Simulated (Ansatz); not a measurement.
Defect: C-vacancy pair (C on one host N site, one N site vacant) in wurtzite AlN, neutral cell. All values below come from PBE, PAW (plane waves to 420 eV; Ansatz, a first-principles code).

Settings: 72 host sites, the relaxed PBE lattice, the Γ point alone, smearing 0.01 eV, spin-restricted, no image-charge correction. No zero-point or tunnelling terms. The charge state is imposed; whether it is stable for some Fermi level was not computed. Forms of the defect that were not tried may lie lower. The start lies 0.16 eV above the lowest site run (PBE).

Barriers: single points on a 2×2×2 k-point mesh shifted by half a step along c at the bands' geometries (they differ from the bands' own by up to 0.45 eV, and are uncertain by about as much).

The step: one N atom jumps into the vacancy from a nearby N site (C-vacancy distance between ideal sites 3.09 → 5.40 Å). Atoms about the jump, Cartesian Å from the middle of the jump, before and after:

```
atom     x0     y0     z0     x1     y1     z1
----  -----  -----  -----  -----  -----  -----
N1     0.76   1.33  -0.01  -0.76  -1.33   0.01
Al2   -0.80   0.46   0.59  -0.83   0.44   0.60
Al3    2.33   0.45   0.58   2.36   0.43   0.60
Al4    0.78  -2.27   0.59   0.77  -2.27   0.59
Al5    0.77   1.35  -1.94   0.77   1.35  -2.05
Al6   -0.79  -1.35  -2.08  -0.80  -1.37  -1.93
N7     2.31  -1.35  -0.01   2.32  -1.35  -0.01
N8    -0.78   0.47  -2.52  -0.79   0.46  -2.51
Al9    2.34  -1.35  -1.94   2.33  -1.37  -1.94
N10    2.33   0.45  -2.52   2.33   0.45  -2.51
N11   -0.80   0.45   2.49  -0.80   0.46   2.49
N12    0.79  -2.26  -2.52   0.79  -2.26  -2.52
N13   -2.37   1.33  -0.02  -2.36   1.36  -0.02
N14    2.33   0.45   2.50   2.32   0.45   2.49
N15    0.76  -2.26   2.49   0.77  -2.27   2.50
Al16   0.75   3.15   0.59   0.76   3.19   0.60
Al17  -2.41  -2.28   0.51  -2.37  -2.26   0.51
Al18  -2.37   1.34  -1.95  -2.37   1.35  -1.95
Al19   0.77   1.35   3.09   0.76   1.35   3.11
Al20  -0.81  -1.36   3.08  -0.81  -1.37   3.07
N21    3.89   1.35  -0.01   3.88   1.36  -0.01
N22    0.75  -4.06  -0.02   0.76  -4.07  -0.02
N23    0.76   3.14  -2.52   0.76   3.14  -2.51
C24   -2.37  -2.26  -2.45  -2.37  -2.26  -2.49
```

Problem. Give the saddle-point geometry and the barrier.

Solution. 
| atom | x | y | z |
|---|---|---|---|
| N1 | 0.34 | -0.16 | -0.23 |
| Al2 | -0.99 | 0.57 | 0.71 |
| Al3 | 2.24 | 0.30 | 0.53 |
| Al4 | 0.83 | -2.16 | 0.53 |
| Al5 | 0.72 | 1.23 | -1.93 |
| Al6 | -0.70 | -1.25 | -1.96 |
| N7 | 2.51 | -1.49 | -0.03 |
| N8 | -0.86 | 0.51 | -2.62 |
| Al9 | 2.39 | -1.40 | -1.93 |
| N10 | 2.32 | 0.41 | -2.51 |
| N11 | -0.87 | 0.48 | 2.55 |
| N12 | 0.82 | -2.25 | -2.52 |
| N13 | -2.46 | 1.39 | -0.02 |
| N14 | 2.28 | 0.43 | 2.45 |
| N15 | 0.75 | -2.23 | 2.45 |
| Al16 | 0.78 | 3.17 | 0.62 |
| Al17 | -2.40 | -2.33 | 0.50 |
| Al18 | -2.41 | 1.36 | -1.97 |
| Al19 | 0.76 | 1.34 | 3.10 |
| Al20 | -0.82 | -1.37 | 3.08 |
| N21 | 3.80 | 1.33 | 0.00 |
| N22 | 0.72 | -4.02 | -0.01 |
| N23 | 0.77 | 3.07 | -2.46 |
| C24 | -2.29 | -2.25 | -2.38 |
It lies 4.28 eV above the start and 3.97 eV above the end. The saddle point's order was not checked.
